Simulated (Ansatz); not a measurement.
**CoSi under a change: S on a Si site, symmetric start**

Base system: an 8-atom supercell of CoSi (space group P2_13, No. 198; a = 4.386 Å; non-magnetic) at its relaxed geometry.

One thing is altered: a neutral S on a Si site, symmetric start, atoms relaxed at fixed cell.

Calculations: Ansatz (a first-principles code) PBEsol, spin-orbit coupling left out, earlier PAW set. k-mesh 8×8×8 (Γ-centred); smearing 0.05 eV (Fermi–Dirac).

| quantity | base | changed | shift |
|---|---|---|---|
| energy gained by relaxation | – | 0.09 eV | – |
| largest displacement of a host atom from its site in the perfect cell | – | 0.05 Å | – |
| mean distance from the defect site to its nearest host atoms | 2.31 Å | 2.26 Å | -0.05 Å |

Cost of the whole job for the changed cell (relaxation, final SCF and bands): very roughly 6 core-minutes.

Other magnetic orders, which the real material may have, were not ruled out. In so small a cell the defect repeats every few ångströms: this is an ordered compound, not a dilute defect. The defect started on the symmetric site and kept its symmetry, so it may sit on a saddle. Seeded moments were not kept for S on a Si site and the base. Spin-polarised in the final run: S on a Si site; the other runs are not. The defect cell is spin-polarised and ends with 0.0 μB.
